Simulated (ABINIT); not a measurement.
Worked example: self-consistent single point of CsZn4P3 (P1, 8 atoms in the cell) in ABINIT.

Level of theory: LDA (PW92), PAW (JTH v2.0 LDA PAW) (plane waves; ABINIT).

The change in words: atoms moved at random. Reference geometry:
```yaml
crystal:
  lattice:
    - [3.95666, 0.00000, 0.00000]
    - [0.00000, 3.95666, 0.00000]
    - [0.00000, 0.00000, 10.18103]
  atoms:
    - { symbol: Cs, position: [0.00000, 0.00000, 0.50000] }
    - { symbol: Zn, position: [0.50000, 0.00000, 0.84844] }
    - { symbol: Zn, position: [0.50000, 0.00000, 0.15156] }
    - { symbol: Zn, position: [0.00000, 0.50000, 0.84844] }
    - { symbol: Zn, position: [0.00000, 0.50000, 0.15156] }
    - { symbol: P, position: [0.50000, 0.50000, 0.72670] }
    - { symbol: P, position: [0.50000, 0.50000, 0.27330] }
    - { symbol: P, position: [0.00000, 0.00000, 0.00000] }
```

Reference input (self-consistent single point, DFT, LDA (PW92), plane waves, PAW (JTH v2.0 LDA PAW)): pseudos = [Cs.LDA_PW-JTH.xml, Zn.LDA_PW-JTH.xml, P.LDA_PW-JTH.xml]; ecut = 60 Ry; pawecutdg = 120 Ry; ixc = 7; occopt = 3; tsmear = 0.1 eV; ngkpt = 4 4 2; nshiftk = 1; shiftk = 0 0 0; potentials = JTH v2.0 LDA PAW; nband = 46; kptopt = 1. This run's input differs from it in these lines:

```diff
@@ -13,10 +13,10 @@
 xcart
-         0.0000000000    0.0000000000    9.6196772936
-         3.7385018841    0.0000000000   16.3234380059
-         3.7385018841    0.0000000000    2.9159165812
-         0.0000000000    3.7385018841   16.3234380059
-         0.0000000000    3.7385018841    2.9159165812
-         3.7385018841    3.7385018841   13.9812389785
-         3.7385018841    3.7385018841    5.2581156087
-         0.0000000000    0.0000000000    0.0000000000
+         7.4329417851    7.4684425989    9.6621770279
+         3.7516015947    7.4257937695   16.2233741227
+         3.7517511348    7.4233861742    2.9925854093
+         7.3613569510    3.7559158259   16.3896598644
+         0.1780723217    3.8282483604    2.7923037280
+         3.6411961571    3.6507293369   13.9977078660
+         3.8051967577    3.8697606853    5.2394341954
+         7.4629096162    7.4397458585    0.0404796021
 ecut 60 Ry
```

Output, abridged:

```
--- !BeginCycle
solver: {iscf: 17, nstep: 50, nline: 4, wfoptalg: 10, }
tolerances: {tolvrs: 1.00E-12, }
...

     iter   Etot(hartree)      deltaE(h)  residm     nres2
 ETOT  1  -295.37457536060    -2.954E+02 1.256E+01 1.966E+01
 ETOT  2  -298.93184484522    -3.557E+00 8.421E-01 1.425E+01
 ETOT  3  -298.88352175077     4.832E-02 1.776E-01 5.089E+00
 ETOT  4  -298.87918249467     4.339E-03 7.001E-02 2.267E+00
 ETOT  5  -298.87621142349     2.971E-03 5.891E-02 4.903E-01
   [... 41 lines left out ...]
 ETOT 47  -298.87835617401     2.842E-12 4.954E-04 6.458E-10
 ETOT 48  -298.87835617401    -5.116E-12 8.846E-05 4.281E-10
 ETOT 49  -298.87835617401    -3.979E-13 4.341E-04 2.014E-10
 ETOT 50  -298.87835617401     4.547E-12 8.609E-05 1.293E-10

 Cartesian components of stress tensor (hartree/bohr^3)
  sigma(1 1)= -4.18547858E-05  sigma(3 2)=  4.69795266E-05
  sigma(2 2)= -1.12892490E-04  sigma(3 1)= -1.62851975E-05
  sigma(3 3)= -8.78790462E-06  sigma(2 1)= -9.72997650E-07
 scprqt:  WARNING -
  nstep=   50 was not enough SCF cycles to converge;
  density residual=  1.293E-10 exceeds tolvrs=  1.000E-12

 ----iterations are completed or convergence reached----

 reduced coordinates (array xred) for    8 atoms
       0.994107000001      0.998854999989      0.502209000003
       0.501751999993      0.993151000001      0.843239000001
   [... lines left out ...]
 Fermi (or HOMO) energy (hartree) =   0.25941   Average Vxc (hartree)=  -0.36795
 Fermi (or HOMO) energy (eV) =   7.05893   Average Vxc (eV)= -10.01231
   [... lines left out ...]
 Eigenvalues (   eV  ) for nkpt=  20  k points:
 prteigrs : prtvol=0 or 1, do not print more k-points.

--- !EnergyTerms
kinetic             :  3.96406422561958E+01
hartree             :  1.27281521319315E+02
xc                  : -2.63384965563044E+01
Ewald energy        : -1.43816711819167E+02
psp_core            :  5.53933881266709E+00
local_psp           : -3.78270269354462E+02
internal            : -2.98877255310874E+02
'-kT*entropy'       : -1.10124823842019E-03
total_energy        : -2.98878356559112E+02
total_energy_eV     : -8.13289368777595E+03
...

-Cartesian components of stress tensor (GPa)         [Pressure=  1.6038E+00 GPa]
- sigma(1 1)= -1.23141011E+00  sigma(3 2)=  1.38218516E+00
- sigma(2 2)= -3.32141117E+00  sigma(3 1)= -4.79126972E-01
- sigma(3 3)= -2.58549037E-01  sigma(2 1)= -2.86265744E-02

 Calculation completed.
```

The run ended unconverged after 50 iterations. 

The starting cell comes from a database of computed structures (which also holds hypothetical and non-ambient phases and stackings), without a prior relaxation at this level. Its lattice was rescaled by a random factor within 2.5 % of one. For this run, on top of that: atoms moved at random.

These are the values that this program gave, and no reference: the one-centre exchange-correlation terms come from a truncated expansion.

Cost on one core of a shared machine: roughly 10 min.
